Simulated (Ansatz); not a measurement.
An Ansatz (an electronic-structure program) run: V with a change (x(Ta) = 0.25, 4 atoms, P4/mmm); PBEsol in Ansatz (plane waves to 420 eV, PAW, no SOC).

Input:

Ansatz 0.2 input:
```yaml
crystal:
  lattice:
    - [3.0431887296, 0, 0]
    - [0, 3.0431887296, 0]
    - [0, 0, 6.1218480533]
  atoms:
    - { symbol: Ta, position: [0, 0, 0] }
    - { symbol: V, position: [0.5, 0.5, 0.7325515895] }
    - { symbol: V, position: [0, 0, 0.5] }
    - { symbol: V, position: [0.5, 0.5, 0.2674484105] }
basis: { ecutwfc: 420, ecutrho_ratio: 4, xc_grid: 2, fft_grid_basis: typed }
kpoints: { mp_grid: { grid: [15, 15, 8] } }
hamiltonian:
  xc: pbesol
  dispersion: none
  pseudopotentials: { kind: paw }
scf: { occupations: { method: fermi_dirac, width: 0.05 }, convergence: { dr2_threshold: 0.0000000004 } }
output: { forces: true, stress: true }
checkpoint: { write: state.ck, write_every: 1000 }
```

Output (explanatory and most iteration lines left out):

```
Pseudopotential: Ta, paw, valence charge 13
Pseudopotential: V, paw, valence charge 13
Crystal: 4 atoms, lattice volume = 56.694 Å³
Basis set: ecut = 420 eV, 1093 PW (Γ), exchange–correlation on 48×48×90 points (8 copies of the dense FFT grid, shifted against one another)
Bands: 32, of which v1, the nominal top of the filled ones, is band 26 counted from 1 (25 counted from 0)
Symmetry: 16 space group operations
Space group: P4/mmm (ITA 123), of the structure as read, at distance tolerance 3.8e-5 Å
k-points: 180 of 1800
Functional: x = pbesol(κ = 0.804, μ = 0.12345679012345678), c = pbesol(β = 0.046)
SCF iter   1: F=—  HF=-18462.290659 eV  |F-HF|=—  |Δ(HF+E_count)|=         —  Δρ=9.39e-3  dr2=1.33e-1  ethr=1.77e-3  ⟨swp⟩=4.1  Hψ=22579  notcnv=0
SCF iter   2: F=—  HF=-18462.282314 eV  |F-HF|=—  |Δ(HF+E_count)|=   8.34e-3  Δρ=3.97e-3  dr2=3.23e-2  ethr=2.55e-4  ⟨swp⟩=2.0  Hψ=8075  notcnv=0  defer=6
SCF 1 converged in 9 iterations: F = -18462.279494 eV  dr2 = 9.34e-12
SCF converged after 9 iterations
Free energy (F): -18462.279494 eV
Internal energy: -18462.224905 eV  (E = F + TS)
E sigma→0 (E₀):  -18462.252200 eV
Entropy (-TS):   -0.054589 eV (-13.647 meV/atom)
Fermi energy:    17.693169 eV
--- Forces (eV/Å), atoms counted from 1 ---
  atom   1  Ta    -0.00000000     0.00000000     0.00000000
  atom   2  V      0.00000000     0.00000000     0.00014792
  atom   3  V      0.00000000     0.00000000     0.00000000
  atom   4  V     -0.00000000     0.00000000    -0.00014792
--- Stress (GPa, compression-positive) ---
        0.014707      -0.000000       0.000000
       -0.000000       0.014707       0.000000
        0.000000       0.000000       0.013273
  P = ⅓ Tr σ = 0.0142 GPa (0.142 kbar)
```

These are small ordered cells, not random alloys; other orderings at the same x differ. Whether these cells are dynamically stable was not tested. Seeded moments were not kept for x(Ta) = 0.25, 4 atoms, P4/mmm. All final runs are without spin polarisation. The cell was made from V by this change: x(Ta) = 0.25, 4 atoms, P4/mmm.
